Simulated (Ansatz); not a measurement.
Output of an Ansatz run (abridged):

```
WARN ansatz: RAYON_NUM_THREADS=1 ignored (pool sized by the plan → 1); use --threads N
Pseudopotentials: kind: paw
Pseudopotential: Pb, paw, valence charge 14
Pseudopotential: O, paw, valence charge 6
Crystal: 6 atoms, lattice volume = 84.152 Å³
Basis set: ecut = 420 eV, 1623 PW (Γ), exchange–correlation on 72×72×48 points (8 copies of the dense FFT grid, shifted against one another)
Bands: 32, of which v1, the nominal top of the filled ones, is band 26 counted from 1 (25 counted from 0)
Symmetry: 16 space group operations
Space group: P42/mnm (ITA 136), of the structure as read, at distance tolerance 4.4e-5 Å
k-points: 60 of 490
Initial density: superposition of atomic densities (neutral atoms: chi_scale 0, normalization atom), corrected by the library's trained network
Initial wavefunctions: pseudopotential atomic-orbital guess
Eigensolver: davidson
Functional: x = pbe(κ = 0.804, μ = 0.2195149727645171), c = pbe(β = 0.06672455060314922)
SCF iter   1: F=—  HF=-26077.366290 eV  |F-HF|=—  |Δ(HF+E_count)|=         —  Δρ=3.40e-3  dr2=7.47e-3  ethr=1.77e-3  ⟨swp⟩=6.2  Hψ=8696  notcnv=0  defer=3
all-band conjugate gradients solve this SCF's bands
preconditioner: auto → Resta (q_TF=auto, 2.518 Å⁻¹)
SCF iter   2: F=—  HF=-26077.366424 eV  |F-HF|=—  |Δ(HF+E_count)|=   1.35e-4  Δρ=1.48e-3  dr2=9.49e-4  ethr=1.44e-5  ⟨swp⟩=2.0  Hψ=3993  notcnv=0  defer=6
SCF iter   3: F=—  HF=-26077.366697 eV  |F-HF|=—  |Δ(HF+E_count)|=   2.72e-4  Δρ=7.01e-4  dr2=3.55e-4  ethr=1.83e-6  ⟨swp⟩=2.3  Hψ=2478  notcnv=0  defer=6
SCF iter   4: F=—  HF=-26077.366904 eV  |F-HF|=—  |Δ(HF+E_count)|=   2.07e-4  Δρ=1.17e-4  dr2=1.17e-5  ethr=6.83e-7  ⟨swp⟩=2.1  Hψ=2910  notcnv=0  defer=6
SCF iter   5: F=—  HF=-26077.366732 eV  |F-HF|=—  |Δ(HF+E_count)|=   1.72e-4  Δρ=2.57e-5  dr2=4.85e-7  ethr=2.25e-8  ⟨swp⟩=2.6  Hψ=3554  notcnv=0  defer=6
SCF iter   6: F=-26077.366732 eV  HF=-26077.366732 eV  |F-HF|=1.69e-8  |Δ(HF+E_count)|=   5.73e-7  Δρ=5.02e-6  dr2=2.67e-8  ethr=1.92e-10  ⟨swp⟩=10.6  Hψ=10698  notcnv=0
SCF 1 converged in 6 iterations: F = -26077.366732 eV  dr2 = 2.67e-8
SCF converged after 6 iterations
Free energy (F): -26077.366732 eV
Harris-Foulkes:  -26077.366732 eV  (|F-HF|=1.69e-8)
Internal energy: -26077.349479 eV  (E = F + TS)
E sigma→0 (E₀):  -26077.358106 eV
Entropy (-TS):   -0.017253 eV (-2.875 meV/atom)
Fermi energy:    8.218681 eV
--- Per-component energies (eV) ---
  E_band       = -79.031028
  E_kinetic    = 1283.316910
  E_local      = -3416.312544  (includes V_loc(G=0)·N_el)
  E_nonlocal   = 904.566703
  E_hartree    = 1315.858768
  E_xc         = -726.906964
  E_vxc        = -630.557817  (∫ρ·V_xc dr)
  E_paw        = -21468.765178  (= ΣΔE_a)
  E_vpaw       = -851.771385  (= ΣTr[D̂ρ^β])
  E_aug_tail   = 0.009635  (compensation charges beyond the density's cutoff)
  E_ewald      = -3969.116810
  E_smearing   = -0.017253  (= −TS)
  E_closure    = -0.000000  (closes the sum)
  Σ components = -26077.366732   (vs F -26077.366732, Δ=0.00e0)
--- Forces (eV/Å), atoms counted from 1 ---
  atom   1  Pb     0.00000000    -0.00000000     0.00000000
  atom   2  Pb     0.00000000     0.00000000     0.00000000
  atom   3  O     -0.01425862    -0.01425862     0.00000000
  atom   4  O     -0.01425862     0.01425862     0.00000000
  atom   5  O      0.01425862    -0.01425862     0.00000000
  atom   6  O      0.01425862     0.01425862     0.00000000
  max |Σ_I F_I| component: 1.04e-17 eV/Å
--- Stress (GPa, compression-positive) ---
        6.858432       0.000000       0.000000
        0.000000       6.858432       0.000000
        0.000000       0.000000       8.391726
  P = ⅓ Tr σ = 7.3695 GPa (73.695 kbar)
  The stress holds the Pulay correction. Without it, at fixed plane waves, as pw.x and ABINIT print it: P = 6.7876 GPa
--- Band table (eV; the first three rows and the last of 60) ---
  k-point 0: bands = ["-10.2489", "-10.1386", "-8.4760", "-8.4760", "-7.4939", "-7.2798", "-7.2425", "-7.2425", "-7.0653", "-6.9499", "-6.9129", "-6.8892", "-6.8892", "-4.7815", "-0.0114", "4.7008", "4.7514", "4.7514", "5.9772", "6.2229", "6.3026", [...]
  k-point 1: bands = ["-10.1728", "-10.0841", "-8.6995", "-8.6995", "-7.4730", "-7.2514", "-7.0586", "-7.0153", "-7.0153", "-6.9466", "-6.9137", "-6.8504", "-6.8504", "-4.8580", "-0.0601", "4.6864", "4.8289", "4.8289", "5.0265", "6.0180", "6.7369", [...]
  k-point 2: bands = ["-9.9658", "-9.9346", "-9.0842", "-9.0842", "-7.4060", "-7.1747", "-7.0399", "-6.9728", "-6.9728", "-6.9356", "-6.9167", "-6.3902", "-6.3902", "-5.0956", "-0.1465", "3.7289", "4.6752", "5.0270", "5.0270", "6.1400", "6.4058", [...]
  k-point 59: bands = ["-9.8270", "-9.7313", "-9.4015", "-9.2593", "-7.0709", "-7.0658", "-6.9456", "-6.9442", "-6.8949", "-6.8884", "-6.6426", "-6.4931", "-5.3485", "-5.2450", "0.1903", "0.2578", "4.1120", "4.1279", "5.2530", "6.0842", "6.2066", [...]
```

The structure:

```
CELL_PARAMETERS angstrom
      4.97488     0.00000     0.00000
      0.00000     4.97488     0.00000
      0.00000     0.00000     3.40017
ATOMIC_POSITIONS crystal
  Pb 0.00000 0.00000 0.00000
  Pb 0.50000 0.50000 0.50000
  O  0.30700 0.30700 0.00000
  O  0.80700 0.19300 0.50000
  O  0.19300 0.80700 0.50000
  O  0.69300 0.69300 0.00000
```

Problem. What input produced this log?

Solution. Other spellings and defaults could give the same log, and not every line can be read from it. The input that was run (DFT, PBE, plane waves, default PAW files):

Ansatz 0.2 input:
```yaml
# PbO2
crystal:
  lattice:
    - [4.97488000, 0.00000000, 0.00000000]
    - [0.00000000, 4.97488000, 0.00000000]
    - [0.00000000, 0.00000000, 3.40017000]
  atoms:
    - { symbol: Pb, position: [0.00000000, 0.00000000, 0.00000000] }
    - { symbol: Pb, position: [0.50000000, 0.50000000, 0.50000000] }
    - { symbol: O, position: [0.30700000, 0.30700000, 0.00000000] }
    - { symbol: O, position: [0.80700000, 0.19300000, 0.50000000] }
    - { symbol: O, position: [0.19300000, 0.80700000, 0.50000000] }
    - { symbol: O, position: [0.69300000, 0.69300000, 0.00000000] }
basis:
  ecutwfc: 420.0
kpoints:
  mp_grid: { grid: [7, 7, 10] }
hamiltonian:
  xc: pbe
  pseudopotentials: { kind: paw }
scf:
  occupations: { method: fermi_dirac, width: 0.1 }
output:
  forces: true
  eigenvalues: true
  stress: true
```

The starting cell has typed, rounded lattice constants, without a prior relaxation at this level. Its lattice was rescaled by up to half a per cent. Spin-orbit coupling is off. With a pressure of about 7 GPa the cell is away from its equilibrium volume at this level. Ansatz's pressure includes its estimate of the finite-basis (Pulay) stress. Without the estimate this run gives 6.79 GPa. The run gives no clean gap (levels at the Fermi energy touch, overlap or are partly filled at this smearing), which alone does not show that the compound is a metal.

Ansatz is a quantum-chemistry and plane-wave program.
